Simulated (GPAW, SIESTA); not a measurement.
A SIESTA input for a self-consistent single point of KTaO₃ (Pm-3m, 5 atoms in the cell) (DFT, GGA PBE, numerical atomic orbitals TZP, PseudoDojo PBE standard norm-conserving potentials (rewritten from UPF to PSML)):

```
# files in the folder: K.psml Ta.psml O.psml (PseudoDojo PBE standard)
SystemName  KTaO3
SystemLabel siesta

NumberOfAtoms                5
NumberOfSpecies              3
%block ChemicalSpeciesLabel
  1 19 K
  2 73 Ta
  3 8 O
%endblock ChemicalSpeciesLabel
LatticeConstant              1.0 Ang
%block LatticeVectors
     3.995239000    0.000000000    0.000000000
     0.000000000    3.995239000    0.000000000
     0.000000000    0.000000000    3.995239000
%endblock LatticeVectors
AtomicCoordinatesFormat      Bohr
%block AtomicCoordinatesAndAtomicSpecies
     3.774953756    3.774953756    3.774953756  1
     0.000000000    0.000000000    0.000000000  2
     0.000000000    3.774953756    0.000000000  3
     3.774953756    0.000000000    0.000000000  3
     0.000000000    0.000000000    3.774953756  3
%endblock AtomicCoordinatesAndAtomicSpecies

XC.functional                GGA
XC.authors                   PBE
PAO.BasisSize                TZP
PAO.EnergyShift              0.005 Ry
MeshCutoff                   350 Ry
%block kgrid.MonkhorstPack
    6   0   0  0.0
    0   6   0  0.0
    0   0   6  0.0
%endblock kgrid.MonkhorstPack
OccupationFunction           FD
ElectronicTemperature        10 K

MaxSCFIterations             150
SCF.Mixer.Method             Broyden
SCF.Mixer.Weight             0.2
SCF.Mixer.History            8
SCF.DM.Tolerance             1.0E-05
Diag.ParallelOverK           true
WriteForces                  true
```

Q: Write the same calculation as an input for GPAW.

A: One input that does it (others would too):

```python
from ase import Atoms
from ase.units import GPa
from gpaw import GPAW

atoms = Atoms(['K', 'Ta', 'O', 'O', 'O'],
              cell=[[3.995239, 0.000000, 0.000000],
                    [0.000000, 3.995239, 0.000000],
                    [0.000000, 0.000000, 3.995239]],
              positions=[[1.997620, 1.997620, 1.997620],
                         [0.000000, 0.000000, 0.000000],
                         [0.000000, 1.997620, 0.000000],
                         [1.997620, 0.000000, 0.000000],
                         [0.000000, 0.000000, 1.997620]],
              pbc=True)

calc = GPAW(mode={'name': 'pw', 'ecut': 950},
            xc='PBE',
            kpts={'size': (6, 6, 6), 'gamma': True},
            occupations={'name': 'fermi-dirac', 'width': 0.0},
            nbands=-4,
            convergence={'density': 1e-05, 'energy': 1e-05, 'bands': -2},
            symmetry={'symmorphic': False, 'tolerance': 0.0005},
            maxiter=100,
            txt='-')

atoms.calc = calc

energy = atoms.get_potential_energy()
print('Energy (eV):', round(energy, 6))
forces = atoms.get_forces()
print('Forces (eV/Ang):')
print(forces.round(5))
stress = atoms.get_stress()
print('Stress (GPa, Voigt):', (stress / GPa).round(4))
```

Basis settings and potentials, where a program has them, do not carry over. This input uses DFT PBE, plane waves, GPAW PAW datasets PBE (gpaw-data 1.0.1). Both were run: gap on the mesh 1.967 eV in SIESTA and 2.169 in GPAW.

On SIESTA: the starting cell comes from a database of computed structures (which also holds hypothetical and non-ambient phases and stackings), without a prior relaxation at this level. Its lattice was rescaled by a random factor within 2.5 % of one. For this run, on top of that: lattice scaled by 0.98. Spin-orbit coupling is off. Values carry the incompleteness of an atom-centred basis. The basis of the alkali or alkaline-earth atoms may lack their empty d shell, which can raise the gap. With a pressure of about 5 GPa the cell is away from its equilibrium volume at this level.

On GPAW: the starting cell comes from a database of computed structures (which also holds hypothetical and non-ambient phases and stackings), without a prior relaxation at this level. Its lattice was rescaled by a random factor within 2.5 % of one. For this run, on top of that: lattice scaled by 0.98. Spin-orbit coupling is off.
